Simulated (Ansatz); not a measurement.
**TiO2 with two functionals, biaxial strain +0.75 %, plane normal [001], relaxed out of plane**

Consider TiO$_{2}$ in the anatase structure (space group I4_1/amd, No. 141; a = 3.7984 Å, c = 9.7038 Å). Axes: x, y, z lie along a, b, c of the conventional cell.

(Cell as relaxed with PBE.)

Levels (all Ansatz, a quantum-chemistry and plane-wave program, PAW, earlier PAW set): PBE (420 eV, scalar-relativistic without spin-orbit coupling); PBEsol (420 eV, no SOC).

Each level relaxes its own structure.

```
base                      PBE    PBEsol
-------------------  --------  --------
volume per atom      11.67 Å³  11.32 Å³
lattice parameter a   3.798 Å   3.770 Å
band gap              2.13 eV   2.11 eV
```

Modification: biaxial strain +0.75 %, plane normal [001], relaxed out of plane (Cartesian); in-plane vectors clamped, the third vector and the atoms free.

```csv
quantity,PBE,PBEsol
band gap,2.06 eV,[?]
volume per atom,11.72 Å³,[?]
```

Predict the PBEsol column.


- band gap, PBEsol: 2.04 eV
- volume per atom, PBEsol: 11.36 Å³

PBE's band gap lies 0.02 eV above PBEsol's; PBE's volume per atom lies 0.36 Å³ above PBEsol's (3.1 %). Neither level is exact; PBEsol is the comparison here, not a measurement.

Whether these cells are dynamically stable was not tested. All final runs are without spin polarisation.
